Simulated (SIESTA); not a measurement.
# A short convergence ladder for Hf (Fm-3m, 1 atom in the cell)

```xyz
1
Lattice="0.0000 2.2464 2.2464 2.2464 0.0000 2.2464 2.2464 2.2464 0.0000" Properties=species:S:1:pos:R:3 pbc="T T T"
Hf     0.0000     0.0000     0.0000
```

Base method: LDA PW92, numerical atomic orbitals DZP, PseudoDojo LDA standard norm-conserving potentials (rewritten from UPF to PSML) in SIESTA 5.4.2.

Base settings: XC.functional = LDA; XC.authors = PW92; potentials = PseudoDojo LDA standard; PAO.BasisSize = DZP; PAO.EnergyShift = 0.01 Ry; MeshCutoff = 300 Ry; kgrid.MonkhorstPack = 5 5 5; OccupationFunction = FD; ElectronicTemperature = 100 meV; MaxSCFIterations = 150.

**The setting basis size**

Level: DFT, LDA PW92, numerical atomic orbitals TZDP, PseudoDojo LDA standard norm-conserving potentials (rewritten from UPF to PSML).

Moved along: PAO.BasisSize.

The second cell is the first with its lattice scaled by 0.98.

The mesh stays at the base's, so the ladder's end is converged at best in this setting alone.

The sets are ordered by size and need not be nested.

Only quantities that move along the ladder and can be compared are tabulated.

```csv
basis (functions),energy of the compressed cell less the first (meV/atom),pressure (GPa)
SZ (10),-235.49,-30.51
SZP (13),-80.05,-12.52
DZ (16),-123.11,-17.47
DZP (19),-87.11,-13.13
TZP (25),-85.72,-12.86
TZDP (28),-87.35,-13.15
```

Coarsest basis (functions) that holds the energy of the compressed cell less the first within 2 meV/atom: not settled: the last two steps still differ by 1.6 meV/atom, over half the tolerance, so the ladder does not show it.

Coarsest basis (functions) that holds the pressure within 1 GPa of the last step, with all finer ones: DZP (19); the step before is off by 4.3 GPa.

On the base run: the starting cell comes from a database of computed structures (which also holds hypothetical and non-ambient phases and stackings), without a prior relaxation at this level. Its lattice was rescaled by up to half a per cent. Values carry the incompleteness of an atom-centred basis. In the base run, with a pressure of about -13 GPa the cell is away from its equilibrium volume at this level. Without a gap this mesh is coarse (it stands for a supercell whose shortest vector is 16 Å).
